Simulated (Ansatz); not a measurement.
Data:

```yaml
crystal:
  lattice:
    - [2.55947, 0.00000, 0.00000]
    - [0.00000, 3.61964, 0.00000]
    - [1.27974, 1.80982, 1.28192]
  atoms:
    - { symbol: N, position: [0.50000, 0.25001, 0.00000] }
    - { symbol: B, position: [0.00000, 0.99999, 0.00000] }
```

No spin polarisation.

Computed with Ansatz (a first-principles code), PBE, PAW, cutoff 420 eV, spin-orbit coupling left out. k-mesh 16×16×16 (Γ-centred); smearing 0.05 eV (Fermi–Dirac).

Predict the pressure and smallest direct gap.

Pressure (mean of the normal stresses, compression positive): 9.2 kbar
Smallest direct gap: 8.78 eV

The cells carry an imposed strain or load. No phonon test of stability was made. The cell was made from BN in the zinc blende structure (space group F-43m, No. 216) by this change: biaxial strain −0.14 %, plane normal [110], relaxed out of plane.
